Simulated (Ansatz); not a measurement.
PrC2 (I4/mmm, No. 139; cell taken from a computed entry), treated with PBEsol (Ansatz, an electronic-structure program, PAW).

Numerical settings: plane-wave cutoff 500 eV, 14×14×14 k mesh, Fermi–Dirac smearing 0.05 eV, spin-polarised start, scalar-relativistic PAW data made under PBE.

Computed at the level's own relaxed cell.

Task: Estimate the volume per atom, equilibrium lattice constant a and lattice parameter c that the calculation returns.

Result: 
* **volume per atom**: 14.34 Å³/atom
* **equilibrium lattice constant a**: 3.705 Å
* **lattice parameter c**: 6.270 Å

The run finds no gap.

Note: the magnetic order was assumed, not searched for or taken from measurement; the relaxation could not lower the start's symmetry, so the cell can be a saddle point above a distorted one; the 4f shell is treated without U or exact exchange, so its levels and filling can be wrong.

Spin–orbit coupling is not included.

The computed numbers hold no vibrational or temperature effects.

Cost on a shared machine: about 7 core-minutes (a rough figure).
